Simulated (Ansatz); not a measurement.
Fluorite CoSi2 was calculated with r²SCAN in Ansatz (plane waves, PAW).

The input as run:

Ansatz 0.2 input:
```yaml
crystal:
  lattice:
    - [0.0, 2.7096315045, 2.7096315045]
    - [2.7096315045, 0.0, 2.7096315045]
    - [2.7096315045, 2.7096315045, 0.0]
  atoms:
    - { symbol: Co, position: [0.0, 0.0, 0.0] }
    - { symbol: Si, position: [0.25, 0.25, 0.25] }
    - { symbol: Si, position: [0.75, 0.75, 0.75] }
basis:
  ecutwfc: 560
  ecutrho_ratio: 4
  xc_grid: 3
kpoints:
  mp_grid: { grid: [18, 18, 18] }
hamiltonian:
  xc: r2scan
  dispersion: none
  pseudopotentials: { kind: paw }
scf:
  occupations: { method: fermi_dirac, width: 0.05 }
  convergence: { dr2_threshold: 0.0000000003 }
output:
  forces: true
  stress: true
  eigenvalues: true
```

Output (set-up and result lines):

```
Crystal: 3 atoms, lattice volume = 39.789 Å³
Basis set: ecut = 560 eV, 1243 PW (Γ), exchange–correlation on 90×90×90 points (27 copies of the dense FFT grid, shifted against one another)
Bands: 17, of which v1, the nominal top of the filled ones, is band 13 counted from 1 (12 counted from 0)
Symmetry: 48 space group operations
Space group: Fm-3m (ITA 225), of the structure as read, at distance tolerance 3.4e-5 Å
k-points: 195 of 5832
Functional: x = r2scan, c = r2scan; τ floored in thin density (d = 2e-4 eV/Å³)
SCF iter   1: F=—  HF=-6410.756210 eV  |F-HF|=—  |Δ(HF+E_count)|=         —  Δρ=1.93e-2  dr2=1.16e-1  dr2_τ=5.76e-2
SCF iter   2: F=—  HF=-6410.837265 eV  |F-HF|=—  |Δ(HF+E_count)|=   8.11e-2  Δρ=2.05e-2  dr2=1.01e-1  dr2_τ=6.13e-4
  ...
SCF iter  10: F=—  HF=-6410.824195 eV  |F-HF|=—  |Δ(HF+E_count)|=   4.00e-9  Δρ=9.58e-7  dr2=3.40e-10  dr2_τ=1.14e-11
SCF iter  11: F=-6410.824195 eV  HF=-6410.824195 eV  |F-HF|=1.82e-12  |Δ(HF+E_count)|=  8.37e-11  Δρ=1.63e-7  dr2=9.57e-12  dr2_τ=1.51e-12
SCF 1 converged in 11 iterations: F = -6410.824195 eV  dr2 = 9.57e-12
SCF converged after 11 iterations
Free energy (F): -6410.824195 eV
Internal energy: -6410.815812 eV  (E = F + TS)
E sigma→0 (E₀):  -6410.820003 eV
Fermi energy:    12.218356 eV
--- Forces (eV/Å), atoms counted from 1 ---
  atom   1  Co    -0.00000000     0.00000000    -0.00000000
  atom   2  Si    -0.00000000     0.00000000     0.00000000
  atom   3  Si    -0.00000000    -0.00000000     0.00000000
--- Stress (GPa, compression-positive) ---
      -10.043339      -0.000000       0.000000
        0.000000     -10.043339       0.000000
       -0.000000      -0.000000     -10.043339
  P = ⅓ Tr σ = -10.0433 GPa (-100.433 kbar)
```

The cell is one volume of an energy–volume scan, off the minimum.

The PAW data were made under PBE.

Ansatz is a quantum-chemistry and plane-wave program.
